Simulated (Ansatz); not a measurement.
MgSnO3 (model structure, started from the cubic perovskite type, Pm-3m, No. 221, 5 atoms in the cell) was calculated with HSE06 in Ansatz (PAW).

Run with plane-wave cutoff 460 eV, 6×6×6 k mesh, Fermi–Dirac smearing 0.01 eV, scalar-relativistic PAW data made under PBE.

Cell (relaxed with PBEsol):

```yaml
crystal:
  lattice:
    - [3.98680, 0.00000, 0.00000]
    - [0.00000, 3.98680, 0.00000]
    - [0.00000, 0.00000, 3.98680]
  atoms:
    - { symbol: Mg, position: [0.00000, 0.00000, 0.00000] }
    - { symbol: Sn, position: [0.50000, 0.50000, 0.50000] }
    - { symbol: O, position: [0.00000, 0.50000, 0.50000] }
    - { symbol: O, position: [0.50000, 0.50000, 0.00000] }
    - { symbol: O, position: [0.50000, 0.00000, 0.50000] }
```

Problem. What does this level give for the band gap and smallest direct gap on the k points sampled?

Solution. 
* **band gap**: 2.42 eV (on the SCF k mesh)
* **smallest direct gap on the k points sampled**: 3.64 eV

Note: the relaxation could raise the start's symmetry but not lower it, so the cell can be a saddle point; cell and atoms aren't relaxed at this level (pressure -1.9 GPa).

Spin–orbit coupling is not included.

A model structure was made by putting elements into a prototype or built by hand; it is no filed structure, need not be a known phase, and can be a saddle point held by its symmetry.

Ansatz is a program for electronic structure.
